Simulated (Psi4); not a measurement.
Psi4 1.11, B3LYP/def2-svp: Ta(S)(Cl)2(OiPr) (CC(C)[O][Ta](=[S])([Cl])[Cl]), 15 atoms. The geometry is a generated start, not checked to be a minimum at this level.

```yaml
task: energy
method: b3lyp
basis: def2-svp
memory: 3 GB
maxiter: 100
keys_of_the_molecule_block: symmetry c1
scf_type: df (default)
e_convergence: 1e-06 (default)
d_convergence: 1e-06 (default)
dft_radial_points: 75 (default)
dft_spherical_points: 302 (default)
effective_core_potentials: those of the basis set, past Kr
basis_functions: 177
grid_points: 316780
```

```xyz
15

Ta     0.6109     0.9349     1.9986
S      2.6180     0.1357     1.3873
Cl     0.3399     0.1455     4.0699
Cl     1.0026     3.1024     2.4172
O     -0.4545     0.5338     0.6273
C     -0.7775     0.0106    -0.6227
C     -0.9288    -1.5080    -0.4949
C      0.3434     0.3820    -1.5947
H     -1.7303     0.4559    -0.9543
H     -0.0085    -1.9164    -0.0738
H     -1.1123    -1.9530    -1.4701
H     -1.7584    -1.7468     0.1670
H      0.4383     1.4655    -1.6477
H      1.2805    -0.0306    -1.2235
H      0.1366    -0.0115    -2.5856
```

Charge 0 and multiplicity 1 are set for this test and not shown to be the ground state.

With the defaults (diis = true, scf_initial_accelerator = adiis, damping_percentage = 0, level_shift = 0, level_shift_cutoff = 0.01, guess = auto, which took SAD, soscf = false, soscf_start_convergence = 0.01, diis_max_vecs = 10) it converges in 11 SCF iterations. One run each on 2 threads, with these changes:
- soscf = true, soscf_start_convergence = 0.001
- guess = sapgau
- guess = huckel
- guess = core
- level_shift = 0.5, level_shift_cutoff = 0.001
- diis_max_vecs = 6
- soscf = true, soscf_start_convergence = 0.1
- diis = false, scf_initial_accelerator = none, damping_percentage = 60
- guess = gwh

Q: Which of these changes keep the SCF from converging, or lead it to another solution?

A: No convergence: diis = false, scf_initial_accelerator = none, damping_percentage = 60 (the run ends without SCF convergence in 100 iterations). The rest reach the solution of the defaults.

```csv
setting,SCF iterations,JK calls,end
"soscf = true, soscf_start_convergence = 0.1",8,34,same solution
"soscf = true, soscf_start_convergence = 0.001",9,25,same solution
"level_shift = 0.5, level_shift_cutoff = 0.001",10,11,same solution
the defaults,11,12,same solution
diis_max_vecs = 6,12,13,same solution
guess = huckel,13,53,same solution
guess = core,16,16,same solution
guess = sapgau,17,17,same solution
guess = gwh,18,18,same solution
"diis = false, scf_initial_accelerator = none, damping_percentage = 60",100,101,no convergence
```

An SOSCF iteration holds several JK calls; a Hückel guess adds calls on atoms. 1 further run of the study ended by our limits or in an error and is left out.
